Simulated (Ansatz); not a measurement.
Ge (diamond structure), cut as (110) film, 5 layers, monohydride; geometry relaxed with PBE. The relaxation kept the symmetry of its start, so a lower minimum of less symmetry isn't excluded. The in-plane lattice is held at the bulk value. With PBE (Ansatz, a quantum-chemistry and plane-wave program) the gap on the k-mesh of the run is 0.77 eV. k-points: Γ-centred 5×7×1 mesh; occupations: Fermi-Dirac, 0.020 eV; spin polarisation not allowed. No spin-orbit coupling.

Task: What gap does HSE06 run with Ansatz give on the same geometry and mesh?

Result: 1.39 eV, wider by 0.61 eV.
